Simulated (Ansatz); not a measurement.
# SiC: stress against strain

SiC (wurtzite, P6_3mc, 10.503 Å³/atom at rest, c along z) under a strain ε along c (axis z), the other axes held. PBE in Ansatz, a plane-wave DFT program (PAW, default set), 420 eV, 12×12×7 Γ-centred mesh, Fermi-Dirac smearing 0.05 eV; ions are relaxed within the symmetry of each cell. Stress is positive for a compressed cell.

Here s stands for strain and y for stress zz.

| strain (%) | stress zz (GPa) |
|---|---|
| -3.00 | ? |
| -1.20 | 6.54 |
| -0.60 | 3.23 |
| 0.00 | 0.00 |
| 0.60 | -3.14 |
| 1.20 | -6.20 |

Problem. Using a straight line, estimate the missing y at s = -3.00 from the other rows, showing the fit.

Solution. Means: s 0, y 0.086. About the means, the sum of products is -19.110 and the sum of squares of s is 3.6000; the slope is their ratio. Least squares gives y = 0.086 - 5.3083·s. Residuals (row less fit): 0.084, -0.041, -0.086, -0.041, 0.084; standard error 0.091 (degrees of freedom: 3). The slope gives the elastic constant C33 = 531 ± 5 GPa. At the withheld row, y = 0.086 - 5.3083 × (-3.0) = 16.011 GPa. The calculation gives 16.85 GPa, 0.839 GPa above the prediction (3.6 % of the range of y in the table). The row lies outside the fitted rows, so this is an extrapolation. From the scatter of the fitted rows alone, a prediction at this place has a standard error of 0.175 GPa, so the miss is 4.8 times that.

One order more, fitted to all 11 runs of the series, follows each within 0.04, so the miss is the next term of a smooth law. SiC is here the rare 2H polytype. Rows are the converged runs of the series near zero and its far end; series whose fitted rows scatter by over a few per cent of the range, as at a crossing or softening among them, aren't shown in this form. Most that stay on the fit to the last digits aren't either.
